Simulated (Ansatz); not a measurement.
The parent structure is OsSi (space group P2_13, No. 198).

```yaml
crystal:
  lattice:
    - [4.74284, 0.00000, 0.00000]
    - [0.00000, 4.74284, 0.00000]
    - [0.00000, 0.00000, 4.74284]
  atoms:
    - { symbol: Si, position: [0.16335, 0.33665, 0.66335] }
    - { symbol: Si, position: [0.33665, 0.66335, 0.16335] }
    - { symbol: Si, position: [0.66335, 0.16335, 0.33665] }
    - { symbol: Si, position: [0.83665, 0.83665, 0.83665] }
    - { symbol: Os, position: [0.87410, 0.62590, 0.37410] }
    - { symbol: Os, position: [0.62590, 0.37410, 0.87410] }
    - { symbol: Os, position: [0.37410, 0.87410, 0.62590] }
    - { symbol: Os, position: [0.12590, 0.12590, 0.12590] }
```

The values are results of Ansatz (a program for electronic structure), PBEsol, PAW, cutoff 420 eV, no SOC, not measurements.

Carriers are added at fixed cell with a uniform background; the Fermi–Dirac width is that of 300 K.

One change was made to it. Results:

```json
[
 {"quantity": "Fermi level relative to the doped band's edge (positive inside the band; to 0.05 eV)", "base": "–", "after": "+0.60 eV"},
 {"quantity": "gap between the host's bands", "base": "0.50 eV", "after": "0.39 eV"}
]
```

Q: Which of these changes matches the shifts?
(A) holes 2.0×10^21 cm⁻³
(B) holes 2.0×10^22 cm⁻³
(C) electrons 2.0×10^22 cm⁻³

A: B, holes 2.0×10^22 cm⁻³. For comparison, the Fermi level from band edge in the other runs: holes 2.0×10^21 cm⁻³ gives +0.10 eV; electrons 2.0×10^22 cm⁻³ gives +0.30 eV.

Carriers are added with a uniform compensating background; total energy and stress of such cells depend on the potential's zero and are not compared; many-body gap narrowing is missing at this level. Spin-orbit coupling, missing from the scalar runs, can matter with Os. Whether these cells are dynamically stable was not tested.
